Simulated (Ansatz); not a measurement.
Functionals compared on a constructed model of the (0001) surface of 4H silicon carbide, Si-terminated, (√3x√3)R30° Ga adatom at T4 (bottom of the slab: 3 H on 3 bottom sites), in Ansatz (plane waves, PAW). The structure was relaxed with PBE; the other rows are single points on it. Cutoff 420 eV (500 eV for r2SCAN). HSE06 used the coarser mesh 4x4x1.

Set-up: 28 atoms, 11.0 Å thick at the start with caps and adatoms (thin: gaps and levels are the slab's own); mesh 6x6x1; 0.025 eV smearing; dipole correction on; 6 atoms held, the rest relaxed; start symmetry kept, larger cells not searched; no spin, no spin-orbit, no U. In PBE it is, or lies within 0.01 eV a 1x1 cell of, the lowest of the 2 structures of its composition computed so far; subsurface sites and larger cells were not tried. These notes are the PBE run's.

```
functional  gap of the slab on its k-mesh (eV)  highest filled level below the top vacuum level (eV)  rough cost of the single point
----------  ----------------------------------  ----------------------------------------------------  ------------------------------
PBE                                       1.65                                                  4.80                               –
r2SCAN                                     ___                                                   ___  around 90 core-seconds (rough)
```

Question: Complete the blanks.

Answer: 
- r2SCAN, gap of the slab on its k-mesh (eV): 1.89
- r2SCAN, highest filled level below the top vacuum level (eV): 5.02

Ansatz is a program for electronic structure.
